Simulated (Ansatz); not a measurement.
System: interstitial Na in beta Ga2O3 (charge state +1). The step: a concerted move, in which Na travels most; the atom moves 1.78 Å along (-0.05, -0.50, -0.13) of the unit cell; the moving atom starts with neighbours 2 Ga at 2.49; O at 1.99, 2 O at 2.15, 2 O at 2.49 Å and ends with 2 Ga at 2.49; O at 1.99, 2 O at 2.15, 2 O at 2.49 Å. A PBE band in Ansatz (plane-wave PAW, the Γ point alone, 160 host sites, 22 SCF runs with any check of the saddle's order, static, no finite-size correction) gives a forward barrier of 0.29 eV. The saddle point's order was not checked, and it lies on a symmetry element of the cell, where a band can be held. The charge state is imposed; whether it is stable for some Fermi level was not computed. Sites that were not tried may lie lower.

Single points at the band's start and saddle point can refine it. Rough cost of one point, in units of the band's mean SCF on the same machine:

```csv
Level,Cost of one point
"PBE, a 2×2×2 k-point mesh shifted by half a step",about 9
"r2SCAN at 500 eV, the Γ point alone",about 2
"HSE06, Γ point alone",about 20
```

Q: Which of these move the barrier by more than 0.1 eV, and how far does each move it?

A: Not one does. PBE, a 2×2×2 k-point mesh shifted by half a step: 0.00 eV; r2SCAN at 500 eV, the Γ point alone: +0.03 eV; HSE06, Γ point alone: +0.02 eV. Each functional is compared with PBE at the same k-points.

Ansatz is a program for electronic structure.
